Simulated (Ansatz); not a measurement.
**Hypothetical P6_422 SiC, response to strain**

The parent structure is SiC (space group P6_422, No. 181; a = 3.085 Å, c = 7.062 Å; a hypothetical phase, not in the database extracts checked). Axes: x lies along a and z along c of the hexagonal cell.

Strains are applied to the cell and any free atomic positions relax; under biaxial strain the out-of-plane vector relaxes too.

Computed with Ansatz (a first-principles code), PBE, PAW, cutoff 420 eV, without spin-orbit coupling.

Notes on the quantities. pressure: mean of the normal stresses, compression positive.

```tsv
case	band gap	smallest direct gap	pressure
base	0.87 eV	3.00 eV	0.0 kbar
biaxial strain −2.31 %, plane normal [001], relaxed out of plane	0.49 eV	2.79 eV	83.6 kbar
biaxial strain +3.65 %, plane normal [001], relaxed out of plane	0.98 eV	2.47 eV	-103.6 kbar
uniaxial strain ε_xx = +2.22 %	0.93 eV	2.91 eV	-43.1 kbar
```

No phonon test of stability was made. The base started in P3_121 and relaxed to P6_422 at this level.
